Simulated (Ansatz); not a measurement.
System: antifluorite K2S. Method: PBEsol (Ansatz, a first-principles code, PAW).

Settings: plane-wave cutoff 520 eV, 8×8×8 k mesh, Fermi–Dirac smearing 0.01 eV, scalar-relativistic PAW data made under PBE.

The cell has the measured lattice parameters. Conventional cell: a = 7.3910 Å, b = 7.3910 Å, c = 7.3910 Å, α = 90.00°, β = 90.00°, γ = 90.00°.

```
CELL_PARAMETERS angstrom
      0.00000     3.69550     3.69550
      3.69550     0.00000     3.69550
      3.69550     3.69550     0.00000
ATOMIC_POSITIONS crystal
  K  0.25000 0.25000 0.25000
  K  0.75000 0.75000 0.75000
  S  0.00000 0.00000 0.00000
```

Q: List the 11 lowest band energies at Γ above −25 eV (eV, relative to the valence band maximum), grouping those that round alike.

A: At Γ: -12.69 (×3), -12.44 (×3), -9.59, -0.21 (×3), 2.29.

Note: cell and atoms aren't relaxed at this level (pressure -0.4 GPa).
